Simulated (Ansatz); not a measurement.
## Cu, response to strain

The parent structure is Cu in the fcc (Cu type) structure (space group Fm-3m, No. 225; a = 3.564 Å; relaxed with 0.1 eV smearing). Axes: x, y, z lie along the cube axes.

Strains are applied to the cell and any free atomic positions relax; under biaxial strain the out-of-plane vector relaxes too.

All numbers come from PBEsol/PAW in Ansatz (a program for electronic structure), no spin-orbit coupling.

Notes on the quantities. energy relative to the base: free energy F.

```tsv
change	energy relative to the base	out-of-plane strain	shortest interatomic distance
base	0 meV/atom	–	2.520 Å
biaxial strain −3.00 %, plane normal [001], relaxed out of plane	+12 meV/atom	+4.03 %	2.444 Å
biaxial strain −2.50 %, plane normal [001], relaxed out of plane	+8.0 meV/atom	+3.37 %	2.457 Å
biaxial strain −2.00 %, plane normal [001], relaxed out of plane	+4.9 meV/atom	+2.71 %	2.470 Å
biaxial strain −1.50 %, plane normal [001], relaxed out of plane	+2.7 meV/atom	+2.05 %	2.482 Å
biaxial strain −1.00 %, plane normal [001], relaxed out of plane	+1.1 meV/atom	+1.37 %	2.495 Å
biaxial strain −0.50 %, plane normal [001], relaxed out of plane	+0.3 meV/atom	+0.69 %	2.507 Å
biaxial strain +0.50 %, plane normal [001], relaxed out of plane	+0.3 meV/atom	-0.71 %	2.517 Å
biaxial strain +1.00 %, plane normal [001], relaxed out of plane	+1.0 meV/atom	-1.43 %	2.515 Å
biaxial strain +1.50 %, plane normal [001], relaxed out of plane	+2.1 meV/atom	-2.16 %	2.512 Å
```

Whether these cells are dynamically stable was not tested. All final runs are without spin polarisation.
